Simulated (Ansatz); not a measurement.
## Effect of pressure 30 GPa on AgCl

The reference is AgCl in the rock salt structure (space group Fm-3m, No. 225; a = 5.5450 Å).

Now apply this change: cell and atoms relaxed at a pressure of 30 GPa.

Computed with r2SCAN (Ansatz, an electronic-structure program), no spin-orbit coupling. k-mesh 10×10×10 (Γ-centred); smearing 0.05 eV (Fermi–Dirac).

- Density = 7.42 g/cm³ (base 5.58 g/cm³)
- Lattice parameter a = 5.042 Å (base 5.545 Å)
- Shortest interatomic distance = 2.521 Å (base 2.773 Å)
- Enthalpy H = E + PV relative to the base's energy = +3.37 eV/atom
- Band gap = 1.70 eV (base 1.48 eV)
- Gap character = indirect, L → Γ (base indirect, L → Γ)
- Smallest direct gap = 3.77 eV (base 3.57 eV)
- Width of the top valence band = 3.78 eV (base 2.40 eV)
- Electron mass = 0.28 mₑ (at Γ) (base 0.29 mₑ (at Γ))
- Valley order (the lowest conduction-band minima on the path, energy above the VBM, named in the base's zone) = Γ 1.70 eV; X along ⟨100⟩ 2.32 eV (base Γ 1.48 eV; X along ⟨100⟩ 2.97 eV)

Load acts through the strain it causes; cell and atoms are relaxed under it. Masses are band curvatures over ±0.01 Å⁻¹ around the edge. Stability against distortions was not tested. Competing high-pressure phases were not computed.
